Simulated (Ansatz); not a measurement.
Take KF in the rock salt structure (space group Fm-3m, No. 225; a = 5.3068 Å) as the base.

Level of theory: PBEsol (Ansatz, a first-principles code; PAW; 420 eV plane waves; no spin-orbit coupling).

Before the change:

The pressure is -0.01 GPa.

It is then changed as follows: an isotropic linear strain of +2.00 %; the atoms relax in the strained cell.

Estimate the effect on the energy relative to the base and pressure.

The energy increases by 6.5 meV/atom; the pressure decreases by 1.697 GPa (-0.01 GPa → -1.70 GPa).

Stability against distortions was not tested.
